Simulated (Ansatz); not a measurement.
# Nb in the bcc (W type) structure (space group Im-3m, No. 229)

```cif
data_Nb2
_chemical_formula_sum 'Nb2'
_space_group_name_H-M_alt 'Im-3m'
_space_group_IT_number 229
_space_group_name_Hall '-I 4 2 3'
_cell_length_a 3.27126
_cell_length_b 3.27126
_cell_length_c 3.27126
_cell_angle_alpha 90.000
_cell_angle_beta 90.000
_cell_angle_gamma 90.000
loop_
_atom_site_label
_atom_site_type_symbol
_atom_site_symmetry_multiplicity
_atom_site_Wyckoff_symbol
_atom_site_fract_x
_atom_site_fract_y
_atom_site_fract_z
_atom_site_occupancy
Nb1 Nb 2 a 0.00000 0.00000 0.00000 1
```
(The calculation used a cell of 1 atom; values per cell refer to that cell.)

Computed with plane-wave PAW DFT at the PBEsol level (Ansatz, a first-principles code, 420 eV), no SOC. Settings: 20×20×20 k-points, 0.05 eV Fermi–Dirac smearing.

The volume per atom is 17.50 Å³. The density is 8.81 g/cm³, the band gap is zero and the total energy is -4495.454 eV/atom (σ→0; compares only within this code and set-up).

Whether these cells are dynamically stable was not tested. The final runs are not spin-polarised.
